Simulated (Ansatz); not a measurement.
Results of PBE (PAW; Ansatz, a quantum-chemistry and plane-wave program) for CsCl-type AuZn (cubic form, which distorts at low temperature).

Numerical settings: plane-wave cutoff 520 eV, 12×12×12 k mesh, Fermi–Dirac smearing 0.1 eV, perturbation theory, scalar-relativistic PAW data made under PBE.

Computed at the level's own relaxed cell.

Harmonic phonon frequencies (cm⁻¹; i marks an imaginary mode):

```csv
q point,frequencies
Γ,0 0 0 128 128 128
X,50 50 92 114 114 150
M,16 16 55 115 161 161
R,76 76 76 135 135 135
```

No imaginary mode appears at these points.

Note: symmetry holds this phase in the static calculation, where it need not be a minimum.
